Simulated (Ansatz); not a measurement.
Partial pair distribution functions of a relaxed model of amorphous Si18B8C12N26, broadened by 0.06 Å; density 2.20 g/cm³. All values below come from PBE, scalar-relativistic without spin-orbit coupling (plane waves to 420 eV, PAW; Ansatz, a first-principles code).

The cell was made by melting and quenching with the CHGNet potential and then relaxed with DFT. N atoms were pushed apart under 1.9 Å during the dynamics, to hinder bonds among them. The hot cell started wider than the set density and was brought back towards it in steps. It is the lowest in DFT energy of 2 quenches. It is a model cell: composition and starting density were chosen by hand, and all elements were melted together. No dispersion term was used. Its density started from a set value of 2.20 and ended at 2.20 g/cm³. The simulated quench (nominally 500 K/ps over its main leg) is rapid and tends to freeze in more defects than a deposited or slowly cooled glass has. A cell of this size samples the disorder only roughly. The volume was held where the preparation left it and the shape relaxed, at a PBE pressure of -6.4 GPa (tension). Stress components on the final sampling reach 6.5 GPa. On a 2×2×2 Γ-centred mesh force components of up to 0.37 eV/Å stay, since the relaxation ran on the zone centre alone.

| r (Å) | g Si-N | g B-N | g Si-Si | g B-B |
|---|---|---|---|---|
| 1.25 | 0.00 | 0.02 | 0.00 | 0.00 |
| 1.35 | 0.00 | 1.54 | 0.00 | 0.00 |
| 1.45 | 0.00 | 11.11 | 0.00 | 0.00 |
| 1.55 | 0.10 | 10.39 | 0.00 | 0.00 |
| 1.65 | 2.51 | 2.16 | 0.00 | 0.00 |
| 1.75 | 9.90 | 0.05 | 0.00 | 0.00 |
| 1.85 | 7.18 | 0.00 | 0.00 | 0.00 |
| 1.95 | 1.97 | 0.00 | 0.00 | 0.00 |
| 2.05 | 0.27 | 0.00 | 0.00 | 0.00 |
| 2.15 | 0.00 | 0.00 | 0.01 | 0.00 |
| 2.25 | 0.00 | 0.00 | 0.30 | 0.00 |
| 2.35 | 0.00 | 0.04 | 0.99 | 0.00 |
| 2.45 | 0.12 | 0.53 | 0.57 | 0.10 |
| 2.55 | 0.30 | 0.76 | 1.50 | 2.25 |
| 2.65 | 0.35 | 0.38 | 0.91 | 3.36 |
| 2.75 | 0.41 | 0.21 | 0.73 | 0.33 |
| 2.85 | 0.24 | 0.04 | 1.50 | 0.00 |
| 2.95 | 0.50 | 0.22 | 3.38 | 0.00 |
| 3.05 | 0.56 | 0.29 | 2.33 | 0.00 |
| 3.15 | 0.56 | 0.66 | 2.01 | 0.00 |
| 3.25 | 0.63 | 0.90 | 1.14 | 0.00 |
| 3.35 | 1.20 | 1.10 | 0.71 | 0.01 |
| 3.45 | 1.14 | 1.29 | 0.68 | 0.30 |
| 3.55 | 1.20 | 1.67 | 0.26 | 1.09 |
| 3.65 | 0.79 | 1.31 | 0.06 | 0.25 |
| 3.75 | 0.73 | 1.26 | 0.44 | 0.41 |
| 3.85 | 1.08 | 1.47 | 0.67 | 1.82 |
| 3.95 | 1.37 | 1.00 | 0.53 | 2.14 |
| 4.05 | 1.64 | 0.92 | 0.79 | 0.91 |
| 4.15 | 1.50 | 1.25 | 0.73 | 0.22 |
| 4.25 | 1.62 | 1.46 | 1.37 | 1.31 |
| 4.35 | 1.56 | 1.03 | 0.77 | 2.39 |
| 4.45 | 1.22 | 0.89 | 0.63 | 1.33 |

Within 2.14 Å each Si has 2.78 N neighbours on average.
